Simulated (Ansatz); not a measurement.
Level of theory: PBE (plane waves to 420 eV, PAW; Ansatz, an electronic-structure program).

Electrostatic potential energy of an electron, averaged over planes parallel to the surface, in eV from the Fermi level, for a constructed model of the (111) surface of fcc Ir, (√3x√3)R30° layer of Sn, one a cell, in the other hollow (bottom of the slab: a bare face, its two planes held):

(z (Å), V (eV)): (3.89, 5.50); (4.17, 5.50); (4.44, 5.50); (4.72, 5.50); (5.00, 5.49); (5.28, 5.47); (5.56, 5.44); (5.83, 5.37); (6.11, 5.23); (6.39, 4.91); (6.67, 4.22); (6.94, 2.75); (7.22, -0.56); (7.50, -8.09); (7.78, -17.23); (8.06, -23.14); (8.33, -23.00); (8.61, -16.96); (8.89, -8.09); (9.17, -2.04); (9.44, -2.29); (9.72, -8.73); (10.00, -17.64); (10.28, -23.56); (10.56, -23.63); (10.83, -17.82); (11.11, -9.01); (11.39, -2.68); (11.67, -2.69); (11.94, -9.04); (12.22, -17.83); (12.50, -23.62); (12.78, -23.51); (13.06, -17.56); (13.33, -8.71); (13.61, -2.41); (13.89, -2.27); (14.17, -8.32); (14.44, -17.19); (14.72, -23.34); (15.00, -23.72); (15.28, -18.11); (15.56, -9.33); (15.83, -2.70); (16.11, -2.27); (16.39, -8.10); (16.67, -16.95); (16.94, -23.23); (17.22, -23.79); (17.50, -18.35); (17.78, -9.60); (18.06, -2.78); (18.33, -2.10); (18.61, -7.81); (18.89, -16.66); (19.17, -22.95); (19.44, -23.45); (19.72, -17.88); (20.00, -8.91); (20.28, -1.63); (20.56, 0.47); (20.83, 0.04); (21.11, 0.20); (21.39, 1.01); (21.67, 0.86); (21.94, -0.01); (22.22, 0.28); (22.50, 1.98); (22.78, 3.22); (23.06, 3.81); (23.33, 4.11); (23.61, 4.26); (23.89, 4.34); (24.17, 4.37); (24.44, 4.39); (24.72, 4.40); (25.00, 4.41); (25.28, 4.41); (25.56, 4.41); (25.83, 4.41)

Slab: 19 atoms, 13.6 Å thick at the start; k 9x9x1, smearing 0.1 eV, dipole-corrected; 6 atoms held, the rest relaxed; held to the start's symmetry, so lower structures may exist; no spin, no spin-orbit, no U. In PBE it is, or lies within 0.01 eV a 1x1 cell of, the lowest of the 2 structures of its composition computed so far; larger cells were not tried.

The surface cell has an area of 19.47 Å². What dipole along the normal does the step between the two vacuum levels imply?

the top vacuum level lies 1.09 eV below the bottom one; p = −ε₀ A ΔV (ε₀ = 0.005526 e/(V·Å)) gives 0.12 e·Å a cell.
